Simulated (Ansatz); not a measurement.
## How far a parabola holds: energy against volume of zinc-blende BeS

Zinc-blende BeS, treated with r²SCAN-D4 in Ansatz (PAW). Numerical settings: plane-wave cutoff 560 eV, 12×12×12 k mesh, Fermi–Dirac smearing 0.01 eV, scalar-relativistic PAW data made under PBE. The cell has no free parameter but its volume, and all volumes share cutoff and mesh, without spin polarisation. Energies are free energies at the run's smearing, counted from the lowest row; static lattice.

```csv
V (Å³/atom),E (meV/atom)
13.418,?
13.704,7.61
13.989,1.85
14.275,0.00
14.560,1.70
14.846,6.62
```

Taking a parabola for E over the 5 complete rows: With u = V - 14.3, the rows have u = -0.5960, -0.3110, -0.0250, 0.2600, 0.5460. Least squares gives E = -0.008 + 0.350·u + 21.829·u². Residuals (row less fit): 0.073, -0.144, 0.003, 0.141, -0.071; standard error 0.160 (degrees of freedom: 2). The fitted curve has its minimum at V = 14.3, where E = -0.01. Its curvature is d²E/dV² = 2 × 21.829 meV/Å⁶, so B = V0·d²E/dV² = 14.292 × 43.658 × 0.16022 = 100.0 GPa.

Problem. What does the fit predict for E at V = 13.418, and how far is the calculated value from it?

Solution. u = -0.8820, so E = -0.008 + 0.350 × (-0.8820) + 21.829 × (-0.8820)² = 16.665 meV/atom. The calculation gives 17.66 meV/atom, 0.995 meV/atom above the prediction (5.6 % of the range of E in the table). The row lies outside the fitted rows, so this is an extrapolation.

The residuals are curvature that a parabola lacks, not noise. A solid that stiffens under compression and softens on expansion lies above the parabola at the compressed end and under it at the expanded end, as this row does. A third-order Birch-Murnaghan fit to the whole scan has B0 = 99.4 GPa. Only scans are tabulated whose curvature falls smoothly with volume, and where the parabola meets the shown rows within 5 % of their range and misses the end by 0.1 meV or more.

Measured, for comparison: bulk modulus 105 GPa (room temperature, no zero-point or thermal correction; as tabulated in Narayana, Nesamony, Ruoff, Phys. Rev. B 56, no. 22 (1997)). Computed (rounded) less measured: bulk modulus -5 %.

Ansatz is an electronic-structure program.
